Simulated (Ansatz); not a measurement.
# A computed series for TiO2: response to strain

Base system: TiO2 in the anatase structure (space group I4_1/amd, No. 141; a = 3.770 Å, c = 9.552 Å). Axes: x, y, z lie along a, b, c of the conventional cell.

Strains are applied to the cell and any free atomic positions relax; under biaxial strain the out-of-plane vector relaxes too.

Computed with PBEsol in Ansatz (plane waves to 420 eV, PAW, no spin-orbit coupling).

Notes on the quantities. pressure: mean of the normal stresses, compression positive; energy relative to the base: free energy F.

```json
[
 {"change": "base", "pressure": "0.00 GPa", "shortest interatomic distance": "192.8 pm", "smallest direct gap": "2.44 eV", "energy relative to the base": "0 meV/atom"},
 {"change": "biaxial strain −4.24 %, plane normal [001], relaxed out of plane", "pressure": "7.53 GPa", "shortest interatomic distance": "188.0 pm", "smallest direct gap": "2.84 eV", "energy relative to the base": "+35 meV/atom"},
 {"change": "biaxial strain −3.66 %, plane normal [001], relaxed out of plane", "pressure": "6.50 GPa", "shortest interatomic distance": "188.6 pm", "smallest direct gap": "2.77 eV", "energy relative to the base": "+26 meV/atom"},
 {"change": "biaxial strain +0.75 %, plane normal [001], relaxed out of plane", "pressure": "-1.44 GPa", "shortest interatomic distance": "193.8 pm", "smallest direct gap": "2.40 eV", "energy relative to the base": "+1.1 meV/atom"},
 {"change": "isotropic strain −5.69 %", "pressure": "52.22 GPa", "shortest interatomic distance": "180.8 pm", "smallest direct gap": "2.70 eV", "energy relative to the base": "+0.254 eV/atom"},
 {"change": "isotropic strain +0.20 %", "pressure": "-1.19 GPa", "shortest interatomic distance": "193.2 pm", "smallest direct gap": "2.43 eV", "energy relative to the base": "+0.2 meV/atom"},
 {"change": "uniaxial strain ε_zz = +5.33 %", "pressure": "-8.21 GPa", "shortest interatomic distance": "194.6 pm", "smallest direct gap": "2.44 eV", "energy relative to the base": "+19 meV/atom"},
 {"change": "tensor shear ε_xz = +3.65 %", "pressure": "-0.38 GPa", "shortest interatomic distance": "192.3 pm", "smallest direct gap": "2.46 eV", "energy relative to the base": "+8.9 meV/atom"},
 {"change": "tensor shear ε_xy = −3.20 %", "pressure": "0.08 GPa", "shortest interatomic distance": "192.9 pm", "smallest direct gap": "2.31 eV", "energy relative to the base": "+8.8 meV/atom"}
]
```

Stability against distortions was not tested. The final runs are not spin-polarised.

Ansatz is a program for electronic structure.
